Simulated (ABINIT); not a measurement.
# Several settings converged on GaSb (R3m, 2 atoms in the cell)

```xyz
2
Lattice="0.0000 3.0652 3.0652 3.0652 0.0000 3.0652 3.0652 3.0652 0.0000" Properties=species:S:1:pos:R:3 pbc="T T T"
Ga     0.0289     0.0289     0.0289
Sb     1.5326     1.5326     1.5326
```

Base method: PBEsol, norm-conserving pseudopotentials (PseudoDojo nc-sr-04 PBEsol standard) (plane waves; ABINIT).

Base settings: pseudos = [Ga.upf, Sb.upf]; ecut = 40 Ha; occopt = 3; tsmear = 0.00073499 Ha; ngkpt = 3 3 3; nshiftk = 1; shiftk = 0 0 0; potentials = PseudoDojo nc-sr-04 PBEsol standard; nband = 19; kptopt = 1.

The count of work is k-points × plane waves × bands × iterations; it is no time. Core times come from one kind of shared machine, to one figure; runs under 30 s give none.

**The cutoff for other potential files**

Level: DFT, PBEsol, plane waves, PAW (JTH v2.0 PBE PAW, sp files where given, files made for PBE).

In this ladder: pseudos = [Ga.GGA_PBE-JTH.xml, Sb.GGA_PBE-JTH_sp.xml]; nband = 14; potentials = JTH v2.0 PBE PAW, sp files where given; pawxcdev = 0; ixc = -116133. Moved along: pawecutdg.

The second cell is the first with its lattice scaled by 0.98.

The mesh stays at the base's, so the ladder's end is converged at best in this setting alone.

Only quantities that move along the ladder and can be compared are tabulated.

| ecut | free energy less the last step's (meV/atom) | energy of the compressed cell less the first (meV/atom) | pressure (GPa) | count of work / last |
|---|---|---|---|---|
| 9.5 Ha | 432.62 | 26.93 | -14.13 | 0.10 |
| 12 Ha | 24.68 | 31.64 | 1.09 | 0.14 |
| 15 Ha | 9.00 | 31.72 | 2.17 | 0.22 |
| 18 Ha | 5.27 | 31.77 | 2.17 | 0.28 |
| 21 Ha | 4.46 | 31.67 | 2.21 | 0.33 |
| 25 Ha | 2.84 | 31.67 | 2.16 | 0.46 |
| 32 Ha | 1.33 | 31.64 | 2.21 | 0.67 |
| 42 Ha | 0.00 | 31.60 | 2.21 | 1.0 |

Coarsest ecut that holds the free energy within 2 meV/atom: not settled: the last two steps still differ by 1.3 meV/atom, over half the tolerance, so the ladder does not show it.

Coarsest ecut that holds the energy of the compressed cell less the first within 2 meV/atom of the last step, with all finer ones: 12 Ha, at 0.14 of the last step's count of work; the step before is off by 4.7 meV/atom.

Coarsest ecut that holds the pressure within 0.2 GPa of the last step, with all finer ones: 15 Ha, at 0.22 of the last step's count of work; the step before is off by 1.1 GPa.

At the lowest cutoff the pressure lies 16.3 GPa under the last step's, the usual sign of Pulay stress in an incomplete plane-wave basis.

**The relaxed cell against the cutoff**

On GaSb (F-43m, 2 atoms in the cell): atoms on their sites.

In this ladder: ionmov = 2; ntime = 40; tolmxf = 5e-05 Ha/bohr; optcell = 2; dilatmx = 1.08; ecutsm = 0.5 Ha.

The mesh stays at the base's, so the ladder's end is converged at best in this setting alone.

Only quantities that move along the ladder and can be compared are tabulated.

```csv
ecut,relaxed volume (Å³/atom),relaxation steps,core time / last (rough)
20 Ha,21.901,11,0.6
24 Ha,27.328,11,0.6
28 Ha,30.459,8,0.7
34 Ha,29.616,7,0.6
40 Ha,29.879,4,0.6
48 Ha,29.879,4,0.5
60 Ha,29.876,4,0.7
80 Ha,29.875,4,1
```

Coarsest ecut that holds the relaxed volume within 0.03 Å³/atom of the last step, with all finer ones: 40 Ha; the step before is off by 0.26 Å³/atom.

At the lowest cutoff the cell relaxes to a volume 27 % smaller than at the highest.

On the base run: the starting cell has typed, rounded lattice constants, without a prior relaxation at this level. Its lattice was rescaled by up to half a per cent. One atom was moved a little off its site on purpose. The run gives no clean gap (levels at the Fermi energy touch, overlap or are partly filled at this smearing), which alone does not show that the compound is a metal. Without a gap this mesh is coarse (it stands for a supercell whose shortest vector is 13 Å).
